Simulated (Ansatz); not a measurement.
Relaxation of the outer planes of the (0001) surface of bulk 2H MoSe2 in its 1x1 cell (cut with top plane Se, bottom plane Se), outermost plane spacing 1.67 Å in the ideal cut.

Computed with PBE with D3(BJ) dispersion (plane waves to 420 eV, PAW; Ansatz, an electronic-structure program).

Model: 9-atom slab, Mo3Se6, 16.1 Å thick at the start, 9x9x1 mesh, Fermi-Dirac 0.025 eV, dipole correction, all atoms relaxed; symmetry of the start imposed; no spin, no spin-orbit, no U.

```json
[
 {"plane": "1", "atoms": "Se", "bulk spacing to the next (Å)": "1.674", "relaxed spacing (Å)": "1.676", "change (%)": "0.1", "rumpling (Å)": "0.00"},
 {"plane": "2", "atoms": "Mo", "bulk spacing to the next (Å)": "1.674", "relaxed spacing (Å)": "1.675", "change (%)": "0.1", "rumpling (Å)": "0.00"}
]
```
